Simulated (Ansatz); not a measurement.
Results of r²SCAN (PAW; Ansatz, an electronic-structure program) for MgGaNO (model structure, started from the AlSiCN type, P3m1, No. 156, 4 atoms in the cell).

Run with plane-wave cutoff 560 eV, 12×12×6 k mesh (along the axes of the cell as run), Fermi–Dirac smearing 0.01 eV, scalar-relativistic PAW data made under PBE.

Cell (relaxed at this level):

```
GaMgNO
1.0
    3.23130     0.00000     0.00000
   -1.61565     2.79838     0.00000
    0.00000     0.00000     5.15670
Ga Mg O N
1 1 1 1
Direct
  0.33333   0.66667   0.50666
  0.66667   0.33333   0.00937
  0.33333   0.66667   0.12873
  0.66667   0.33333   0.60523
```

Question: Estimate the band gap and bulk modulus that the calculation returns.

Answer: 
band gap: 2.61 eV (on the SCF k mesh)
bulk modulus: 154 GPa

Note: the bulk modulus is −V dP/dV from two relaxed cells at ±2 % in volume; the relaxation could raise the start's symmetry but not lower it, so the cell can be a saddle point.

Spin–orbit coupling is not included.

The result took around 5 core-minutes (rough).

A model structure was made by putting elements into a prototype or built by hand; it is no filed structure, need not be a known phase, and can be a saddle point held by its symmetry.
